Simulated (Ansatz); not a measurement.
Results of PBE (PAW; Ansatz, a program for electronic structure) for L1₀ (CuAu-type) CuAu.

Settings: plane-wave cutoff 520 eV, 20×20×16 k mesh (along the axes of the cell as run), Fermi–Dirac smearing 0.05 eV, no spin polarisation, scalar-relativistic PAW data made under PBE.

Properties against volume:

Shape and atoms are relaxed at each volume.

```csv
V (Å³/atom),P (GPa),c (Å),a (Å)
14.402,6.40,3.592,2.832
14.702,3.00,3.626,2.848
15.002,0.01,3.661,2.863
15.302,-2.62,3.692,2.879
15.602,-4.92,3.724,2.895
```

Note: the bulk modulus comes from volumes at which shape and atoms were relaxed.
